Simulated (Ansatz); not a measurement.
The reference is Ge in the diamond structure (space group Fd-3m, No. 227; a = 5.761 Å).

The values are results of Kohn–Sham DFT with the PBE functional, run in Ansatz (a program for electronic structure) with PAW and 420 eV plane waves, no SOC, not measurements.

Base values:

| Property | Result |
|---|---|
| Pressure | 0.0 GPa |

One thing is altered: the cell is scaled by 0.9963 in all directions; the atoms relax in the strained cell.

### Question
Estimate the effect on the energy relative to the base.

### Answer
The energy increases by 0.6 meV/atom.

### Question
What happens to the pressure?

### Answer
The pressure goes from zero to 0.7 GPa.

No phonon test of stability was made.
